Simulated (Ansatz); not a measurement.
**Element substitutions in InSb**

The reference is InSb in the zinc blende structure (space group F-43m, No. 216; a = 6.556 Å).

Each row replaces one element on all its sites; cell and atoms are relaxed.

The values are results of r2SCAN (Ansatz, an electronic-structure program, PAW, spin-orbit coupling left out), not measurements.

| case | band gap | lattice parameter a |
|---|---|---|
| base | zero | 6.556 Å |
| Sb → P | 1.03 eV | 5.907 Å |
| In → Ga | 0.41 eV | 6.133 Å |
| Sb → Nb | zero | 6.286 Å |

Spin-orbit coupling, missing from the scalar runs, can matter with Sb. No phonon test of stability was made. As relaxed here, NbIn is a hypothetical phase, not in the database extracts checked. The final runs are not spin-polarised. NbIn has a high density of states at the Fermi level and may be magnetic at this level. Gaps under 0.05 eV, about the width of the smearing, are given as zero. A zero or small gap of InSb can be the functional's error rather than a property of the material.
